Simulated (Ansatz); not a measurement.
**InAs: response to strain**

Take InAs in the zinc blende structure (space group F-43m, No. 216; a = 6.087 Å) as the base. Axes: x, y, z lie along the cube axes.

Strains are applied to the cell and any free atomic positions relax.

Levels (all Ansatz, an electronic-structure program, PAW): PBEsol (420 eV, no SOC); r2SCAN (500 eV, no spin-orbit coupling).

Pressures by level, all at the geometries relaxed with PBEsol:

```tsv
case	PBEsol	r2SCAN
base	0.0 GPa	0.6 GPa
isotropic strain +1.18 %	-1.8 GPa	-1.3 GPa
isotropic strain +2.90 %	-3.9 GPa	-3.6 GPa
uniaxial strain ε_zz = +4.20 %	-2.1 GPa	-1.6 GPa
strain tensor (xx, yy, zz, yz, xz, xy) = (+0.16, −0.42, −1.07, −0.68, −0.95, +0.48) %	0.8 GPa	–
```

Single points use the geometry relaxed with PBEsol. Their cutoffs differ, which shifts pressures a little. A case with no gap was solved on a k-mesh chosen for an insulator, which is coarse for it. Whether these cells are dynamically stable was not tested. The final runs are not spin-polarised.
